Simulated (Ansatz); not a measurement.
SiC (F-43m), r2SCAN with spin-orbit coupling, rigid bands (Ansatz, a program for electronic structure): N_c = 1.43e19 cm⁻³ at 300 K and an electron conductivity mass of 0.296 mₑ.

Task: For 1e16 electrons per cm³ at 300 K, place the Fermi level, estimate the Seebeck coefficient of a parabolic band with constant τ, and give mobility and conductivity for τ = 50 fs.

Result: The level lies k_BT ln(N_c/n) = 0.188 eV below the conduction-band minimum. S ≈ −(k_B/e)[ln(N_c/n) + 5/2] = -842 μV/K, against -838 μV/K from the full bands (mean over directions). μ = eτ/m = 297 cm²/(V·s) and σ = neμ = 0.476 S/cm. τ is assumed, not computed.

Band transport and this doping are assumed; polarons and phonon drag are left out. Geometry: cell and atoms relaxed with PBEsol.
